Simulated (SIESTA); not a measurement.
SIESTA run on Te (C2, 3 atoms in the cell): relaxation of the atoms.

Method: LDA PW92, numerical atomic orbitals DZP, PseudoDojo LDA standard norm-conserving potentials (rewritten from UPF to PSML) (SIESTA).

The change in words: one atom moved by 0.15 angstrom; MD.TypeOfRun: default → CG; MD.Steps: default → 40; MD.MaxForceTol: default → 0.001 eV/Ang. Reference geometry:
```
CELL_PARAMETERS angstrom
      2.21885    -3.84316     0.00000
      2.21885     3.84316     0.00000
      0.00000     0.00000     5.90035
ATOMIC_POSITIONS crystal
  Te 0.00000 0.26300 0.66667
  Te 0.73700 0.73700 0.00000
  Te 0.26300 0.00000 0.33333
```

Reference input (self-consistent single point, DFT, LDA PW92, numerical atomic orbitals DZP, PseudoDojo LDA standard norm-conserving potentials (rewritten from UPF to PSML)): XC.functional = LDA; XC.authors = PW92; potentials = PseudoDojo LDA standard; PAO.BasisSize = DZP; PAO.EnergyShift = 0.01 Ry; MeshCutoff = 350 Ry; kgrid.MonkhorstPack = 7 7 4; OccupationFunction = FD; ElectronicTemperature = 232.09 K; MaxSCFIterations = 150; SCF.Mixer.Method = Pulay; SCF.Mixer.Weight = 0.25. This run's input differs from it in these lines:

```diff
@@ -17,5 +17,5 @@
 %block AtomicCoordinatesAndAtomicSpecies
-     1.102763947    1.910043218    7.433363730  1
-     6.180509728   -0.000000000    0.000000000  1
-     1.102763947   -1.910043218    3.716681809  1
+     1.102763947    1.910043218    7.433367410  1
+     6.463966186   -0.000000000    0.000000000  1
+     1.102763947   -1.910043218    3.716678130  1
 %endblock AtomicCoordinatesAndAtomicSpecies
@@ -41,2 +41,5 @@
 Diag.ParallelOverK           true
+MD.TypeOfRun                 CG
+MD.Steps                     40
+MD.MaxForceTol               0.001 eV/Ang
 WriteForces                  true
```

Log, with long lists cut:

```
        iscf     Eharris(eV)        E_KS(eV)     FreeEng(eV)     dDmax    Ef(eV) dHmax(eV)
   scf:    1    -8532.654051    -8531.338916    -8531.338916  0.590730 -2.962348  3.027153
   scf:    2    -8531.823065    -8531.593661    -8531.593661  0.055482 -3.109096  1.941648
   scf:    3    -8531.820919    -8531.735311    -8531.735311  0.086766 -3.384018  0.181418
   scf:    4    -8531.742114    -8531.739210    -8531.739210  0.007895 -3.397307  0.022095
   scf:    5    -8531.739481    -8531.739376    -8531.739376  0.001111 -3.394544  0.008818
   scf:    6    -8531.739418    -8531.739399    -8531.739399  0.000806 -3.390971  0.001082
   scf:    7    -8531.739399    -8531.739399    -8531.739399  0.000199 -3.390509  0.001467
   scf:    8    -8531.739399    -8531.739399    -8531.739399  0.000068 -3.390520  0.000060
SCF Convergence by DM+H criterion
max |DM_out - DM_in|         :     0.0000677000
max |H_out - H_in|      (eV) :     0.0000600568
SCF cycle converged after 8 iterations

Using DM_out to compute the final energy and forces

siesta: E_KS(eV) =            -8531.7394

siesta: E_KS - E_eggbox =     -8531.7394

siesta: Atomic forces (eV/Ang):
     1    0.929796    1.070911   -0.326882
     2   -1.860758   -0.000000    0.000000
     3    0.929796   -1.070911    0.326882
   Tot   -0.001166    0.000000    0.000000
   Max    1.860758
   Res    0.924894    sqrt( Sum f_i^2 / 3N )
   Max    1.860758    constrained

Stress tensor Voigt[x,y,z,yz,xz,xy] (kbar):      -14.34       -3.50      -53.90       15.38        0.00       -0.00
(Free)E + p*V (eV/cell)    -8530.2374
Target enthalpy (eV/cell)    -8531.7394

   [... lines left out ...]
outcell: Cell volume (Ang**3)        :    100.6293
        iscf     Eharris(eV)        E_KS(eV)     FreeEng(eV)     dDmax    Ef(eV) dHmax(eV)
siesta: FreeEng =     -8532.149400
siesta: Cell volume =        100.629263 Ang**3
siesta:         -31.55296906        -31.56237407  kBar
   [... lines left out ...]

              0.127   0.062
   3 16.000   1.837   0.052   1.118   1.073   1.224   0.099   0.104   0.090
              2.004   2.008   2.003   2.007   2.004   0.062   0.119   0.035

              0.101   0.061

mulliken: Qtot =       48.000

Mulliken Atomic Populations:
Atom #   charge [q] valence [e]  Species
     1    -0.000003   16.000003  Te
     2     0.000006   15.999994  Te
     3    -0.000003   16.000003  Te
 Total     0.000000
```

The run converged. 

Summary of the result:
- Free energy E − TS = -8532.1494 eV
- Fermi level (on the code's own zero) = -3.58 eV
- Pressure = -3.16 GPa
- Largest force (vector length) = 0.001 eV/Å
- Relaxation steps = 19

The starting cell has typed, rounded lattice constants, without a prior relaxation at this level. Its lattice was rescaled by up to half a per cent. For this run, on top of that: one atom moved by 0.15 angstrom. Values carry the incompleteness of an atom-centred basis.

Cost on one core of a shared machine: roughly 2 min.
